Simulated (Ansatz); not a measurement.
Worked calculations on one periodic cell of amorphous Si24O51Y2: Si24O51Y2, 77 atoms, volume 1200.0 Å³, made by a melt-quench on the CHGNet potential and relaxed with DFT. O atoms were pushed apart under 1.9 Å during the dynamics, to hinder bonds among them. It is a model cell: composition and starting density were chosen by hand, and all elements were melted together. Cycles of charging were run to anneal it. Method: PBE, scalar-relativistic without spin-orbit coupling (plane waves to 420 eV, PAW; Ansatz, a program for electronic structure). Sampling: a 2×2×2 Γ-centred mesh; Fermi-Dirac width 0.02 eV; no spin polarisation. Its volume was relaxed, its shape was free, and it stands at a mean pressure of 0.0 GPa with stress components up to 0.1 GPa; the relaxation ran on the zone centre alone. Its density went from a set 2.38 to 2.31 g/cm³. The cell is small and was quenched far faster than a real film, so it is one sample of the glass.

Task: Count formal charges (Si +4, O -2, Y +3). What does the count lead one to expect at the Fermi level, and what does the calculation give?

Result: 24 × (+4) + 51 × (-2) + 2 × (+3) = 0. The charges balance, so the anion-derived valence states can be full and a gap can open. On this mesh the highest filled and lowest empty level lie 4.51 eV apart, the PBE gap of this cell, with a localised state at one edge or both.

Four energies for an added electron at PBE on the zone centre alone (charged cells in a uniform background, spin-polarised): neutral at the neutral geometry -51977.755 eV; charged at the neutral geometry -51971.635 eV; charged and relaxed -51971.658 eV; neutral at the charged geometry -51977.728 eV.

Task: Find the two relaxation energies and their sum, the reorganisation energy.

Result: On charging: -51971.635 − (-51971.658) = 0.023 eV. On discharging: -51977.728 − (-51977.755) = 0.027 eV. The sum is 0.050 eV. The carrier's level spreads over 57 of the 77 atoms' worth, more than a fifth of the atoms or a third of the atoms of its main element (six at least), and the sum is small, so it counts as a band carrier, whose relaxation energy shrinks as the cell grows. PBE's self-interaction favours spread-out carriers, so a hybrid can localise more.

Four energies for a hole at PBE on the zone centre alone (charged cells in a uniform background, spin-polarised): neutral at the neutral geometry -51977.755 eV; charged at the neutral geometry -51979.062 eV; charged and relaxed -51979.208 eV; neutral at the charged geometry -51977.471 eV.

Task: Find the two relaxation energies and their sum, the reorganisation energy.

Result: On charging: -51979.062 − (-51979.208) = 0.146 eV. On discharging: -51977.471 − (-51977.755) = 0.284 eV. The sum is 0.430 eV. The carrier's level spreads over 7 of the 77 atoms' worth, so it counts as partly localised, most on one O atom with neighbours Si 1.58 Å, Y 2.09 Å (neutral geometry). The values are uncorrected: the image energy of a point charge in this cell, 2.84 × 14.40 / (2 × 10.6) = 1.9 eV before screening, is screened by electrons alone at the fixed geometry and by ions too after relaxing, and the carrier can be spread before it relaxes, so each term can be off by up to that value times 1/ε∞, some tenths of an eV. PBE's self-interaction favours spread-out carriers, so a hybrid can localise more.
